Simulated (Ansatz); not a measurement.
Consider LiF in the rock salt structure (space group Fm-3m, No. 225; a = 4.068 Å).

(Cell as relaxed with PBE.)

Levels (all Ansatz, a program for electronic structure, PAW): PBE (420 eV, no spin-orbit coupling); PBEsol (420 eV, no spin-orbit coupling).

Each level relaxes its own structure.

```json
[
 {"base": "volume per atom", "PBE": "8.42 Å³", "PBEsol": "8.05 Å³"},
 {"base": "lattice parameter a", "PBE": "4.068 Å", "PBEsol": "4.008 Å"},
 {"base": "band gap", "PBE": "8.83 eV", "PBEsol": "9.05 eV"}
]
```

Modification: electrons 1.5×10^21 cm⁻³, on a uniform background at fixed cell.

```csv
quantity,PBE,PBEsol
gap character,direct at Γ,direct at Γ
gap between the host's bands,8.78 eV,9.01 eV
Fermi level relative to the doped band's edge (positive inside the band; to 0.05 eV),+0.50 eV,+0.50 eV
```

PBE's gap between the host's bands lies 0.23 eV below PBEsol's; the two agree on the gap character and Fermi level from band edge. Neither level is exact; PBEsol is the comparison here, not a measurement.

Carriers are added with a uniform compensating background; total energy and stress of such cells depend on the potential's zero and are not compared; many-body gap narrowing is missing at this level. Stability against distortions was not tested.
